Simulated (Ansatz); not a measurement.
## ZnSe (model structure, started from the BeO type, P4₂/mnm, No. 136, 8 atoms in the cell): properties by level of theory

| level (code) | equilibrium lattice constant a (Å) | lattice parameter c (Å) | cohesive energy (eV/atom) |
|---|---|---|---|
| LDA (Ansatz) | 6.775 | 3.957 | 3.31 |
| PBE (Ansatz) | 6.988 | 4.064 | 2.54 |
| PBEsol (Ansatz) | 6.860 | 4.001 | 2.91 |
| PBE-D3(BJ) (Ansatz) | 6.872 | 4.033 | 2.83 |
| r²SCAN (Ansatz) | 6.889 | 4.028 | 2.80 |
| r²SCAN+rVV10 (Ansatz) | 6.848 | 4.020 | 2.96 |

Ansatz's density-functional and Hartree–Fock values are scalar-relativistic unless marked +SOC, with PAW data made under PBE.

Free atoms are spin-polarised, in the lowest state found; at levels without +SOC their spin–orbit coupling is left out.

Computed values are for the static lattice.

A model structure was made by putting elements into a prototype or built by hand; it is no filed structure, need not be a known phase, and can be a saddle point held by its symmetry.

Ansatz is a quantum-chemistry and plane-wave program.
